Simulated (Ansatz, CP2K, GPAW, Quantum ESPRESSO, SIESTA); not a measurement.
# One structure in several programs: LiTaF6 (R-3, 8 atoms in the cell)

Self-consistent single point.

```xyz
8
Lattice="2.5847 1.4923 4.5260 -2.5847 1.4923 4.5260 0.0000 -2.9845 4.5260" Properties=species:S:1:pos:R:3 pbc="T T T"
Li     0.0000     0.0000     6.7890
Ta     0.0000     0.0000     0.0000
F      1.0449    -1.2339     7.9478
F     -1.0449     1.2339     5.6302
F      0.5461     1.5219     7.9478
F     -0.5461    -1.5219     5.6302
F     -1.5911    -0.2880     7.9478
F      1.5911     0.2880     5.6302
```

Shared settings, as Ansatz (an electronic-structure program) writes them: kpoints.mp_grid.grid = 6 6 6; scf.occupations.method = fixed. Potentials and cutoffs stand in the table.

```tsv
code	model	pressure (GPa)	largest force (eV/Å)	gap on the mesh (eV)	cutoff
CP2K	LDA (Pade form), GPW, DZVP-MOLOPT-SR-GTH basis, GTH-PADE potentials (GTH_POTENTIALS)	-10.99	1.242	6.833	grid 550 Ry
Ansatz	LDA (PW92), PAW files made with PBE	-4.89	0.448	6.380	default
Quantum ESPRESSO	LDA (PZ), GBRV 1.5 ultrasoft (LDA) pseudopotentials	-4.41	0.323	6.356	40 Ry
GPAW	LDA (Perdew-Wang 92), GPAW PAW datasets LDA (gpaw-data 1.0.1)	–	0.591	6.334	950 eV
SIESTA	LDA PW92, numerical atomic orbitals DZP, PseudoDojo LDA standard norm-conserving potentials (rewritten from UPF to PSML)	-5.54	0.125	6.074	grid 400 Ry
```

A dash marks a value that a program does not give, or that is left out as unsure.

Gaps are read on the mesh.

On Ansatz's run: spin-orbit coupling is off.

The spread over the programs that give each value: pressure within 6.58 GPa; largest force within 1.117 eV/Å; gap on the mesh within 0.759 eV.

CP2K and SIESTA use small atom-centred bases, whose incompleteness enters pressures, forces and empty levels differently from a plane-wave cutoff. Ansatz's pressure is given at a fixed set of plane waves, as the other plane-wave codes print theirs; with its correction for the finite basis it is -4.29 GPa (the shift of 0.60 GPa shows how far the cutoff is from converged). The pressure of GPAW is left out: its cutoff lies under the one at which its stress was checked. The same LDA comes in different parametrisations, which differ slightly. In the pressure, CP2K (by 6.34) lies more than 1 GPa from the median of the plane-wave programs. In the gap, CP2K (by 0.478) and SIESTA (by 0.282) lie more than 0.12 eV from the median of the plane-wave programs.

The starting cell comes from a database of computed structures (which also holds hypothetical and non-ambient phases and stackings), without a prior relaxation at this level.

Keys are those of Ansatz 0.2.
